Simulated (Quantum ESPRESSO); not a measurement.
Short convergence ladders for HfAu (P4mm, 4 atoms in the cell)

```yaml
crystal:
  lattice:
    - [3.46644, 0.00000, 0.00000]
    - [0.00000, 3.46644, 0.00000]
    - [0.00000, 0.00000, 6.28892]
  atoms:
    - { symbol: Hf, position: [0.00000, 0.50000, 0.85953] }
    - { symbol: Hf, position: [0.50000, 0.00000, 0.14842] }
    - { symbol: Au, position: [0.00000, 0.50000, 0.37143] }
    - { symbol: Au, position: [0.50000, 0.00000, 0.62857] }
```

Base method: LDA (PZ), GBRV 1.5 ultrasoft (LDA) pseudopotentials (plane waves; Quantum ESPRESSO 7.5).

Base settings: ecutwfc = 40 Ry; ecutrho = 320 Ry; occupations = smearing; smearing = fermi-dirac; degauss = 0.0073499 Ry; potentials = {Hf: hf_lda_v1.uspp.F.UPF, Au: au_lda_v1.uspp.F.UPF}; K_POINTS = automatic 5 5 3 0 0 0; conv_thr = 1e-10 Ry.

The count of work is k-points × plane waves × bands × iterations; it is no time. Core times come from one kind of shared machine, to one figure; runs under 30 s give none.

**The k-point mesh**

Only quantities that move along the ladder and can be compared are tabulated.

| K_POINTS | free energy less the last step's (meV/atom) | pressure (GPa) | largest difference of a force vector from the last step's (eV/Å) | count of work / last | core time / last (rough) |
|---|---|---|---|---|---|
| automatic 2 2 1 0 0 0 | 319.49 | -2.44 | 0.687 | 0.066 | 0.6 |
| automatic 2 2 2 0 0 0 | 105.57 | -4.82 | 0.477 | 0.13 | 0.6 |
| automatic 3 3 2 0 0 0 | 22.74 | -5.37 | 0.319 | 0.13 | 0.4 |
| automatic 4 4 3 0 0 0 | -6.78 | -6.01 | 0.099 | 0.27 | 0.4 |
| automatic 5 5 3 0 0 0 | 2.58 | -5.84 | 0.015 | 0.27 | 0.6 |
| automatic 9 9 5 0 0 0 | 0.00 | -5.69 | 0.000 | 1.0 | 1 |

Coarsest K_POINTS that holds the free energy within 5 meV/atom: not settled: the last two steps still differ by 2.6 meV/atom, over half the tolerance, so the ladder does not show it.

Coarsest K_POINTS that holds the pressure within 1 GPa of the last step, with all finer ones: automatic 2 2 2 0 0 0, at 0.13 of the last step's count of work; the step before is off by 3.2 GPa.

Coarsest K_POINTS that holds the forces within 0.02 eV/Å: not settled: the last two steps still differ by 0.015 eV/Å, over half the tolerance, so the ladder does not show it.

**The k-point mesh at a smearing width of 0.02 eV**

In this ladder: degauss = 0.00147 Ry.

Only quantities that move along the ladder and can be compared are tabulated.

| K_POINTS | free energy less the last step's (meV/atom) | pressure (GPa) | largest difference of a force vector from the last step's (eV/Å) | count of work / last | core time / last (rough) |
|---|---|---|---|---|---|
| automatic 4 4 2 0 0 0 | -9.12 | -6.18 | 0.167 | 0.10 | 0.3 |
| automatic 5 5 3 0 0 0 | 3.55 | -5.96 | 0.027 | 0.10 | 0.3 |
| automatic 7 7 4 0 0 0 | -1.91 | -5.86 | 0.063 | 0.27 | 0.4 |
| automatic 13 13 7 0 0 0 | 0.00 | -5.75 | 0.000 | 1.0 | 1 |

Coarsest K_POINTS that holds the free energy within 5 meV/atom of the last step, with all finer ones: automatic 5 5 3 0 0 0, at 0.10 of the last step's count of work and about 0.3 of the last step's time; the step before is off by 9.1 meV/atom.

Coarsest K_POINTS that holds the forces within 0.02 eV/Å: not settled: the last two steps still differ by 0.063 eV/Å, over half the tolerance, so the ladder does not show it.

Coarsest K_POINTS that holds the pressure within 0.1 GPa: not settled: the last two steps still differ by 0.11 GPa, over half the tolerance, so the ladder does not show it.

**The k-point mesh at a smearing width of 0.3 eV**

In this ladder: degauss = 0.02205 Ry.

Only quantities that move along the ladder and can be compared are tabulated.

| K_POINTS | free energy less the last step's (meV/atom) | pressure (GPa) | largest difference of a force vector from the last step's (eV/Å) | count of work / last | core time / last (rough) |
|---|---|---|---|---|---|
| automatic 4 4 2 0 0 0 | -5.74 | -5.43 | 0.013 | 0.11 | 0.3 |
| automatic 5 5 3 0 0 0 | 0.61 | -5.17 | 0.011 | 0.11 | 0.2 |
| automatic 7 7 4 0 0 0 | 0.07 | -5.15 | 0.002 | 0.27 | 0.3 |
| automatic 13 13 7 0 0 0 | 0.00 | -5.15 | 0.000 | 1.0 | 1 |

Coarsest K_POINTS that holds the free energy within 0.5 meV/atom of the last step, with all finer ones: automatic 7 7 4 0 0 0, at 0.27 of the last step's count of work and about 0.3 of the last step's time; the step before is off by 0.61 meV/atom.

Coarsest K_POINTS that holds the forces within 0.005 eV/Å of the last step, with all finer ones: automatic 7 7 4 0 0 0, at 0.27 of the last step's count of work and about 0.3 of the last step's time; the step before is off by 0.011 eV/Å.

Coarsest K_POINTS that holds the pressure within 0.1 GPa of the last step, with all finer ones: automatic 5 5 3 0 0 0, at 0.11 of the last step's count of work and about 0.2 of the last step's time; the step before is off by 0.28 GPa.

On the base run: the starting cell comes from a database of computed structures (which also holds hypothetical and non-ambient phases and stackings), without a prior relaxation at this level. Its lattice was rescaled by up to half a per cent. One atom was moved a little off its site on purpose. In the base run, with a pressure of about -6 GPa the cell is away from its equilibrium volume at this level. Without a gap this mesh is coarse (it stands for a supercell whose shortest vector is 17 Å).
